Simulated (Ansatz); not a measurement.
## What biaxial strain −1.67 %, plane normal [111], relaxed out of plane does to AlRu

Take AlRu in the CsCl type structure (space group Pm-3m, No. 221; a = 2.983 Å; relaxed with 0.1 eV smearing) as the base. Axes: x, y, z lie along the cube axes.

One thing is altered: biaxial strain −1.67 %, plane normal [111], relaxed out of plane (Cartesian); in-plane vectors clamped, the third vector and the atoms free.

Method: plane-wave PAW DFT at the r2SCAN level (Ansatz, a program for electronic structure, 500 eV), no spin-orbit coupling. k-mesh 19×19×19 (Γ-centred); smearing 0.1 eV (Fermi–Dirac).

```tsv
quantity	base	changed	shift
volume per atom	13.27 Å³	12.99 Å³	-0.288 Å³
space group	Pm-3m (No. 221)	R-3m (No. 166)	–
shortest interatomic distance	2.583 Å	2.549 Å	-0.0349 Å
energy relative to the base (free energy F)	0 meV/atom	+11 meV/atom	+11 meV/atom
band gap	zero	zero	–
out-of-plane strain	–	+1.18 %	–
ratio −ε⊥/ε∥	–	0.71	–
mean in-plane stress (compression positive)	–	+7.8 GPa	–
```

Final structure (turned so that z lies along the plane normal):

```
AlRu
1.0
    4.14836     0.00000     0.00000
    2.07418     3.59258     0.00000
    2.07418    -1.19753     1.74266
Al Ru
1 1
Direct
  0.00000   0.50000   0.50000
  0.00000   0.00000   0.00000
```

Cost of the whole job for the changed cell (relaxation, final SCF and bands): very roughly 110 core-seconds.

Whether these cells are dynamically stable was not tested. The final runs are not spin-polarised.
